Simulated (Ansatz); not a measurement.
An Ansatz (a first-principles code) run: TlBiS2 with a change (pressure 2.1 GPa); PBEsol (Ansatz, PAW, no spin-orbit coupling).

Input:

Ansatz 0.2 input:
```yaml
crystal:
  lattice:
    - [2.0318582649, 1.1730939162, 7.1768584887]
    - [-2.0318582649, 1.1730939162, 7.1768584887]
    - [0, -2.3461878323, 7.1768584887]
  atoms:
    - { symbol: Tl, position: [0.5, 0.5, 0.5] }
    - { symbol: Bi, position: [0, 0, 0] }
    - { symbol: S, position: [0.2606396965, 0.2606396965, 0.2606396965] }
    - { symbol: S, position: [0.7393603035, 0.7393603035, 0.7393603035] }
basis: { ecutwfc: 420, ecutrho_ratio: 4, xc_grid: 2, fft_grid_basis: typed }
kpoints: { mp_grid: { grid: [9, 9, 9] } }
hamiltonian:
  xc: pbesol
  dispersion: none
  pseudopotentials: { kind: paw }
scf: { occupations: { method: fermi_dirac, width: 0.05 } }
relax: { f_tol: 0.01, max_steps: 60, cell: { stress_tol: 0.02, p_target: 2.1 } }
output: { forces: true, stress: true }
checkpoint: { write: state.ck, write_every: 1000 }
```

Output (explanatory and most iteration lines left out):

```
Relaxation: its limit of steps is 60 (relax.max_steps)
Pseudopotential: Tl, paw, valence charge 13
Pseudopotential: Bi, paw, valence charge 15
Pseudopotential: S, paw, valence charge 6
Crystal: 4 atoms, lattice volume = 102.639 Å³
Basis set: ecut = 420 eV, 2003 PW (Γ), exchange–correlation on 108×108×108 points (8 copies of the dense FFT grid, shifted against one another)
Bands: 24, of which v1, the nominal top of the filled ones, is band 20 counted from 1 (19 counted from 0)
Symmetry: 12 space group operations
Space group: R-3m (ITA 166), of the structure as read, at distance tolerance 4.7e-5 Å
k-points: 85 of 729
Functional: x = pbesol(κ = 0.804, μ = 0.12345679012345678), c = pbesol(β = 0.046)
SCF iter   1: F=—  HF=-25309.176547 eV  |F-HF|=—  |Δ(HF+E_count)|=         —  Δρ=4.75e-3  dr2=4.29e-2  ethr=1.77e-3  ⟨swp⟩=6.5  Hψ=10080  notcnv=0
SCF iter   2: F=—  HF=-25309.164982 eV  |F-HF|=—  |Δ(HF+E_count)|=   1.16e-2  Δρ=2.04e-3  dr2=7.73e-3  ethr=1.07e-4  ⟨swp⟩=1.7  Hψ=2991  notcnv=0
SCF 1 converged in 8 iterations: F = -25309.162954 eV  dr2 = 1.68e-8
relax step   1: F+E_penalty+E_count = -25309.16295352 eV  Δ(F+E_penalty+E_count) = +0.000e0 eV  max|allowed force component| = 5.590e-4 eV/Å  Δτ_max = 0.0000 Å  P = +0.901 GPa  Ω = 102.639 Å³  (8 SCF iters, dr2 threshold 1.00e-7 eV, accepted)
[... steps on the carried basis left out ...]
relax step   6: F+E_penalty+E_count = -25309.14186584 eV  Δ(F+E_penalty+E_count) = +3.431e-4 eV  max|allowed force component| = 2.337e-4 eV/Å  Δτ_max = 0.0000 Å  P = +2.102 GPa  Ω = 100.369 Å³  stress off target by 2.41e-3 GPa  SCF on the basis re-selected at this cell (its energy is not comparable with the rows above)  (6 SCF iters)
SCF converged after 6 iterations
Free energy (F): -25309.141866 eV
Internal energy: -25309.141648 eV  (E = F + TS)
E sigma→0 (E₀):  -25309.141757 eV
Entropy (-TS):   -0.000218 eV (-0.054 meV/atom)
Fermi energy:    8.965368 eV
--- Forces (eV/Å), atoms counted from 1 ---
  atom   1  Tl     0.00000000     0.00000000    -0.00000000
  atom   2  Bi     0.00000000     0.00000000     0.00000000
  atom   3  S     -0.00000000    -0.00000000    -0.00023367
  atom   4  S      0.00000000     0.00000000     0.00023367
--- Stress (GPa, compression-positive) ---
        2.102413       0.000000       0.000000
        0.000000       2.102413      -0.000000
        0.000000      -0.000000       2.101892
  P = ⅓ Tr σ = 2.1022 GPa (21.022 kbar)
--- Relaxed structure (5 steps of the walk, 5 accepted, 1 SCFs on fresh bases) ---
  cell:  # Å, volume = 100.3688 Å³
    - [2.0191326526111832, 1.1657467805311341, 7.106872581313243]
    - [-2.0191326526111832, 1.1657467805311341, 7.106872581313243]
    - [3.7801526139884253e-34, -2.331493561012755, 7.1068725813213645]
  atoms:
    - { symbol: Tl, position: [0.5000000000000001, 0.5000000000000001, 0.5000000000000001] }
    - { symbol: Bi, position: [1.5736373559274425e-22, 1.5736373559282127e-22, 1.5736373617928697e-22] }
    - { symbol: S, position: [0.2598729486707894, 0.2598729486707894, 0.25987294867078947] }
    - { symbol: S, position: [0.7401270513292106, 0.7401270513292106, 0.7401270513292108] }
```

With Bi and Tl present, leaving out spin-orbit coupling can change the band edges. Load acts through the strain it causes; cell and atoms are relaxed under it. Stability against distortions was not tested. All final runs are without spin polarisation. The cell was made from TlBiS2 (space group R-3m, No. 166) by this change: pressure 2.1 GPa.
